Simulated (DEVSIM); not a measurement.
System: Au/Si3N4/n-Si capacitor, at 300 K.

```csv
layer (left to right),material,thickness (nm),Nd (cm⁻³)
1,Si3N4,15.0,-
2,Si,8800,2.2e15
```

Metal gate on the left, work function 5.1 eV. Fixed charge at the semiconductor interface 5.1e11 cm⁻² (in units of +e); no interface traps.

This is a model device: material constants are rounded textbook-type values typed into the input, and sizes, dopings and lifetimes were drawn at random. Values at 300 K.

```
parameter      Si3N4       Si
-------------  -----  -------
gap (eV)         5.1    1.124
affinity (eV)    2.1     4.05
permittivity     7.5     11.7
Nc (cm⁻³)          -  2.86e19
Nv (cm⁻³)          -   3.1e19
```

DEVSIM, 1D Poisson equation in equilibrium, Boltzmann statistics, complete ionisation; no quantum confinement or tunnelling. Metal contacts follow the ideal Schottky-Mott rule: no Fermi-level pinning, no interface dipoles.

Problem. Tabulate band edges, carrier densities and field at 0.2 V on the gate.

Solution. Energies count from the Fermi level of the right contact; mesh points crowd at the junctions.

```tsv
x (μm)	Ec (eV)	Ev (eV)	n (cm⁻³)	p (cm⁻³)	field (V/cm)
0.000	2.800	-2.300	< 1e2	< 1e2	-150000
0.001604	2.776	-2.324	< 1e2	< 1e2	-150000
0.005073	2.725	-2.375	< 1e2	< 1e2	-150000
0.01059	2.644	-2.456	< 1e2	< 1e2	-150000
0.01431	2.589	-2.511	< 1e2	< 1e2	-150000
0.01558	0.628	-0.496	8.1e8	1.4e11	-16000
0.01819	0.624	-0.500	9.4e8	1.2e11	-16000
0.02858	0.608	-0.516	1.7e9	6.7e10	-15000
0.05065	0.575	-0.549	6.2e9	1.9e10	-14000
0.1057	0.501	-0.623	1.1e11	1.1e9	-13000
0.2433	0.361	-0.763	2.5e13	4700000	-7900
0.7654	0.245	-0.879	2.1e15	54000	-70
1.891	0.245	-0.879	2.2e15	53000	≈ 0
4.562	0.245	-0.879	2.2e15	53000	≈ 0
7.560	0.245	-0.879	2.2e15	53000	≈ 0
8.313	0.245	-0.879	2.2e15	53000	≈ 0
8.615	0.245	-0.879	2.2e15	53000	≈ 0
8.736	0.245	-0.879	2.2e15	53000	≈ 0
8.792	0.245	-0.879	2.2e15	53000	≈ 0
8.807	0.245	-0.879	2.2e15	53000	≈ 0
8.812	0.245	-0.879	2.2e15	53000	≈ 0
8.815	0.245	-0.879	2.2e15	53000	≈ 0
```
